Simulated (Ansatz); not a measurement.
## What Li interstitial (started 2.28 Å from the nearest host atom), symmetric start does to As

The reference is a 12-atom supercell of As in the A7 type structure (space group R-3m, No. 166; a = 3.784 Å, c = 10.107 Å (hexagonal axes); layered) at its relaxed geometry.

Modification: a neutral Li interstitial (started 2.28 Å from the nearest host atom), symmetric start, atoms relaxed at fixed cell.

Method: PBE-D3(BJ) (Ansatz, an electronic-structure program; PAW; 420 eV plane waves; no spin-orbit coupling), earlier PAW set. k-mesh 4×4×4 (Γ-centred); smearing 0.05 eV (Fermi–Dirac).

```yaml
pressure: 2.4 GPa (base 0.0 GPa)
largest_displacement_of_a_host_atom_from_its_site_in_the_perfect_cell: 0.29 Å
final_site_of_the_added_atom: 8 As at 2.46–2.76 Å (cubic)
```

In so small a cell the defect repeats every few ångströms: this is an ordered compound, not a dilute defect. A case with no gap was solved on a k-mesh chosen for an insulator, which is coarse for it. The defect started on the symmetric site and kept its symmetry, so it may sit on a saddle. All final runs are without spin polarisation. The defect cell is not spin-polarised.
